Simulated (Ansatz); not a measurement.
We consider fluorite CoSi₂, described by PBEsol in Ansatz (PAW).

Run with plane-wave cutoff 520 eV, 22×22×22 k mesh, Fermi–Dirac smearing 0.068 eV (set by the program), no spin polarisation, scalar-relativistic PAW data made under PBE.

Computed at the level's own relaxed cell.

```
CoSi2
1.0
    0.00000     2.65616     2.65616
    2.65616     0.00000     2.65616
    2.65616     2.65616     0.00000
Co Si
1 2
Cartesian
  0.00000   0.00000   0.00000
  1.32808   1.32808   1.32808
  3.98424   3.98424   3.98424
```

Task: Give the elastic tensor (Voigt notation, GPa, ions relaxed, in the Cartesian axes of the cell as printed).

Result: 
```
  262.7   160.2   160.2     0.0     0.0     0.0
  160.2   262.7   160.2     0.0     0.0     0.0
  160.2   160.2   262.7     0.0     0.0     0.0
    0.0     0.0     0.0    96.1     0.0     0.0
    0.0     0.0     0.0     0.0    96.1     0.0
    0.0     0.0     0.0     0.0     0.0    96.1
```

Ansatz is a first-principles code.
